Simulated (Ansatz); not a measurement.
Effect of uniaxial strain ε_xx = +1.00 % on Ti

Consider Ti in the hcp (Mg type) structure (space group P6_3/mmc, No. 194; a = 2.902 Å, c = 4.593 Å; relaxed with 0.1 eV smearing). Axes: x lies along a and z along c of the hexagonal cell.

Now apply this change: the cell is stretched by 1.00 % along x with no lateral relaxation, atoms relaxed at fixed cell.

Calculations: Kohn–Sham DFT with the PBEsol functional, run in Ansatz (a program for electronic structure) with PAW and 420 eV plane waves, no spin-orbit coupling. k-mesh 23×23×13 (Γ-centred); smearing 0.1 eV (Fermi–Dirac).

* **Volume per atom**: 16.91 Å³ (base 16.74 Å³)
* **Space group**: Cmcm (No. 63) (base P6_3/mmc (No. 194))
* **Shortest interatomic distance**: 2.845 Å (base 2.843 Å)
* **Energy relative to the base (free energy F)**: +0.9 meV/atom
* **Pressure (mean of the normal stresses, compression positive)**: -1.2 GPa (base 0.0 GPa)
* **Band gap**: zero (base zero)
* **Stress (xx, yy, zz, yz, xz, xy; compression positive)**: (-1.7, -1.0, -0.8, 0.0, 0.0, 0.0) GPa

Final structure:

```
CELL_PARAMETERS angstrom
      2.93065     0.00000     0.00000
     -1.46533     2.51289     0.00000
      0.00000     0.00000     4.59296
ATOMIC_POSITIONS crystal
  Ti 0.66853 0.33705 0.75000
  Ti 0.33147 0.66295 0.25000
```

Stability against distortions was not tested. The final runs are not spin-polarised.
